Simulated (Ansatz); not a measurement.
No gap correction and no spin-orbit coupling; mid-gap values are interpolated between computed energies.

A. GaN (P6_3mc, wurtzite, 4 atoms a cell, 11.4 Å³ an atom), along the normal of (001)
B. SiC (P6_3mc, 12 atoms a cell, 10.3 Å³ an atom), along the normal of (001)
C. AlN (P6_3mc, wurtzite, 4 atoms a cell, 10.6 Å³ an atom, -4 GPa at this level), along the normal of (111)

Task: Put the candidates in order of mid-gap decay constant of the slowest evanescent state, highest first, for r2SCAN run with Ansatz (a first-principles code).

Result: C (0.30 1/Å), B (0.23 1/Å), A (0.15 1/Å)
